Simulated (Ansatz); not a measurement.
Output of an Ansatz run (abridged):

```
WARN ansatz: RAYON_NUM_THREADS=1 ignored (pool sized by the plan → 1); use --threads N
Pseudopotentials: kind: paw
Pseudopotential: Zn, paw, valence charge 12
Pseudopotential: Se, paw, valence charge 16
Pseudopotential: S, paw, valence charge 6
Crystal: 4 atoms, lattice volume = 85.154 Å³
Basis set: ecut = 420 eV, 1675 PW (Γ)
Bands: 28, of which v1, the nominal top of the filled ones, is band 23 counted from 1 (22 counted from 0)
Symmetry: 8 space group operations
Space group: P-4m2 (ITA 115), of the structure as read, at distance tolerance 4.4e-5 Å
k-points: 30 of 180 (time reversal used)
PAW frozen core: Zn, regenerated for the run's functional, and the local potential with it
PAW frozen core: Se, regenerated for the run's functional, and the local potential with it
PAW frozen core: S, regenerated for the run's functional, and the local potential with it
Initial density: superposition of atomic densities (neutral atoms: chi_scale 0, normalization atom), corrected by the library's trained network
Initial wavefunctions: pseudopotential atomic-orbital guess
Eigensolver: davidson
Functional: x = slater, c = lda
SCF iter   1: F=—  HF=-12748.188045 eV  |F-HF|=—  |Δ(HF+E_count)|=         —  Δρ=6.37e-3  dr2=3.10e-2  ethr=1.77e-3  ⟨swp⟩=4.9  Hψ=3381  notcnv=0  defer=87
all-band conjugate gradients solve this SCF's bands
preconditioner: auto → Resta (q_TF=auto, 2.462 Å⁻¹)
SCF iter   2: F=—  HF=-12748.180042 eV  |F-HF|=—  |Δ(HF+E_count)|=   8.00e-3  Δρ=2.85e-3  dr2=7.44e-3  ethr=6.73e-5  ⟨swp⟩=3.0  Hψ=1606  notcnv=0  defer=90
SCF iter   3: F=—  HF=-12748.178675 eV  |F-HF|=—  |Δ(HF+E_count)|=   1.37e-3  Δρ=1.94e-3  dr2=1.63e-3  ethr=1.62e-5  ⟨swp⟩=2.0  Hψ=1352  notcnv=0  defer=90
SCF iter   4: F=—  HF=-12748.177881 eV  |F-HF|=—  |Δ(HF+E_count)|=   7.94e-4  Δρ=4.44e-4  dr2=1.40e-4  ethr=3.54e-6  ⟨swp⟩=2.0  Hψ=1350  notcnv=0  defer=90
SCF iter   5: F=—  HF=-12748.177876 eV  |F-HF|=—  |Δ(HF+E_count)|=   5.53e-6  Δρ=8.87e-5  dr2=1.05e-5  ethr=3.05e-7  ⟨swp⟩=2.6  Hψ=1419  notcnv=0  defer=30
SCF iter   6: F=—  HF=-12748.177880 eV  |F-HF|=—  |Δ(HF+E_count)|=   4.52e-6  Δρ=3.24e-5  dr2=1.07e-6  ethr=2.27e-8  ⟨swp⟩=2.0  Hψ=1500  notcnv=0  defer=30
SCF iter   7: F=—  HF=-12748.177880 eV  |F-HF|=—  |Δ(HF+E_count)|=   1.31e-9  Δρ=1.02e-5  dr2=1.34e-7  ethr=2.34e-9  ⟨swp⟩=2.0  Hψ=1500  notcnv=0  defer=30
SCF iter   8: F=-12748.177880 eV  HF=-12748.177880 eV  |F-HF|=7.25e-9  |Δ(HF+E_count)|=   1.70e-7  Δρ=4.17e-6  dr2=1.10e-8  ethr=2.17e-10  ⟨swp⟩=10.1  Hψ=4397  notcnv=0
SCF 1 converged in 8 iterations: F = -12748.177880 eV  dr2 = 1.10e-8
SCF converged after 8 iterations
Free energy (F): -12748.177880 eV
Harris-Foulkes:  -12748.177880 eV  (|F-HF|=7.25e-9)
Internal energy: -12748.177880 eV  (E = F + TS)
E sigma→0 (E₀):  -12748.177880 eV
Fermi energy:    6.024591 eV
--- Per-component energies (eV) ---
  E_band       = -398.339027
  E_kinetic    = 489.124556
  E_local      = -6619.537260  (includes V_loc(G=0)·N_el)
  E_nonlocal   = 674.214909
  E_hartree    = 2969.886459
  E_xc         = -470.366426
  E_vxc        = -292.664904  (∫ρ·V_xc dr)
  E_paw        = -5908.975890  (= ΣΔE_a)
  E_vpaw       = -589.250550  (= ΣTr[D̂ρ^β])
  E_aug_tail   = -0.001246  (compensation charges beyond the density's cutoff)
  E_ewald      = -3888.007824
  E_core_change = 5.484842  (= ΣΔE_core)
  E_smearing   = -0.000000  (= −TS)
  E_closure    = -0.000000  (closes the sum)
  Σ components = -12748.177880   (vs F -12748.177880, Δ=0.00e0)
--- Forces (eV/Å), atoms counted from 1 ---
  atom   1  Zn    -0.00000000     0.00000000    -0.01402679
  atom   2  Zn    -0.00000000     0.00000000     0.01402679
  atom   3  Se     0.00000000     0.00000000     0.00000000
  atom   4  S      0.00000000     0.00000000     0.00000000
  max |Σ_I F_I| component: 2.78e-17 eV/Å
--- Stress (GPa, compression-positive) ---
       -4.177704       0.000000      -0.000000
        0.000000      -4.177704       0.000000
       -0.000000       0.000000      -4.164412
  P = ⅓ Tr σ = -4.1733 GPa (-41.733 kbar)
  The stress holds the Pulay correction. Without it, at fixed plane waves, as pw.x and ABINIT print it: P = -4.2170 GPa
--- Band table (eV; the first three rows and the last of 30) ---
  k-point 0: bands = ["-40.8570", "-40.8570", "-40.8562", "-40.8453", "-40.8406", "-7.2184", "-6.0622", "-0.6141", "-0.5926", "-0.5926", "-0.5453", "-0.2978", "-0.2978", "-0.1759", "-0.1758", "-0.1133", "0.0306", "1.2457", "3.7158", "3.7158", [...]
  k-point 1: bands = ["-40.8570", "-40.8570", "-40.8562", "-40.8453", "-40.8406", "-7.1244", "-6.1918", "-0.6208", "-0.5725", "-0.5725", "-0.5566", "-0.3310", "-0.3310", "-0.1871", "-0.1707", "-0.1185", "-0.0906", "1.6811", "3.8758", "3.8758", [...]
  k-point 2: bands = ["-40.8570", "-40.8570", "-40.8562", "-40.8453", "-40.8406", "-6.8669", "-6.5058", "-0.6333", "-0.5808", "-0.5207", "-0.5207", "-0.4034", "-0.4034", "-0.2193", "-0.1771", "-0.1589", "-0.1303", "2.6181", "3.7688", "4.2684", [...]
  k-point 29: bands = ["-40.8571", "-40.8571", "-40.8560", "-40.8447", "-40.8408", "-6.0804", "-6.0350", "-0.4851", "-0.4851", "-0.3748", "-0.3234", "-0.2430", "-0.2430", "-0.1743", "-0.1743", "0.1486", "0.1675", "1.2642", "1.2642", "3.1829", [...]
```

The structure:

```
CELL_PARAMETERS angstrom
      3.92102     0.00000     0.00000
      0.00000     3.92102     0.00000
      0.00000     0.00000     5.53869
ATOMIC_POSITIONS crystal
  Zn 0.50000 0.00000 0.76306
  Zn 0.00000 0.50000 0.23694
  Se 0.00000 0.00000 0.50000
  S  0.50000 0.50000 0.00000
```

Problem. Write an input that gives this output.

Solution. Other spellings and defaults could give the same log, and not every line can be read from it. The input that was run (DFT, LDA (PW92), plane waves, default PAW files made with PBE):

Ansatz 0.2 input:
```yaml
# Zn2SeS
crystal:
  lattice:
    - [3.921018, 0.000000, 0.000000]
    - [0.000000, 3.921018, 0.000000]
    - [0.000000, 0.000000, 5.538686]
  atoms:
    - { symbol: Zn, position: [0.500000, 0.000000, 0.763060] }
    - { symbol: Zn, position: [0.000000, 0.500000, 0.236940] }
    - { symbol: Se, position: [0.000000, 0.000000, 0.500000] }
    - { symbol: S, position: [0.500000, 0.500000, 0.000000] }
basis:
  ecutwfc: 420.0
kpoints:
  mp_grid: { grid: [6, 6, 5] }
hamiltonian:
  xc: lda
  pseudopotentials: { kind: paw }
scf:
  occupations: { method: fixed }
output:
  forces: true
  eigenvalues: true
  stress: true
```

The starting cell comes from a database of computed structures (which also holds hypothetical and non-ambient phases and stackings), without a prior relaxation at this level. Its lattice was rescaled by up to half a per cent. With a pressure of about -4 GPa the cell is away from its equilibrium volume at this level. Ansatz's pressure includes its estimate of the finite-basis (Pulay) stress.

Ansatz is a quantum-chemistry and plane-wave program.
